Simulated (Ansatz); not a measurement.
Consider CoSn (space group P6/mmm, No. 191; a = 5.241 Å, c = 4.187 Å; non-magnetic). Axes: x lies along a and z along c of the hexagonal cell.

Computed with r2SCAN/PAW in Ansatz (a program for electronic structure), no spin-orbit coupling, earlier PAW set.

Strains are applied to the cell and any free atomic positions relax; under biaxial strain the out-of-plane vector relaxes too.

One change was made to it. Results:

| quantity | base | after |
|---|---|---|
| pressure (mean of the normal stresses, compression positive) | 0.0 GPa | 0.0 GPa |
| shortest interatomic distance | 4.881 bohr | 4.879 bohr |

Problem. Name the change that was made.
A) biaxial strain −0.84 %, plane normal [001], relaxed out of plane
B) biaxial strain +2.19 %, plane normal [001], relaxed out of plane
C) biaxial strain −4.11 %, plane normal [001], relaxed out of plane
D) biaxial strain +0.76 %, plane normal [001], relaxed out of plane
E) tensor shear ε_xy = −0.46 %

Solution. E, tensor shear ε_xy = −0.46 %. For comparison, the pressure in the other runs: biaxial strain −0.84 %, plane normal [001], relaxed out of plane gives 1.9 GPa; biaxial strain +0.76 %, plane normal [001], relaxed out of plane gives -1.6 GPa; biaxial strain −4.11 %, plane normal [001], relaxed out of plane gives 11.0 GPa; biaxial strain +2.19 %, plane normal [001], relaxed out of plane gives -4.2 GPa.

Without a gap, meshes like the base's 10×10×11 leave anisotropic stresses uncertain by several tenths of a GPa, and small strain energies with them. No phonon test of stability was made. Starting moments died away, wholly or in part, for the base; another magnetic solution may exist. All final runs are without spin polarisation.
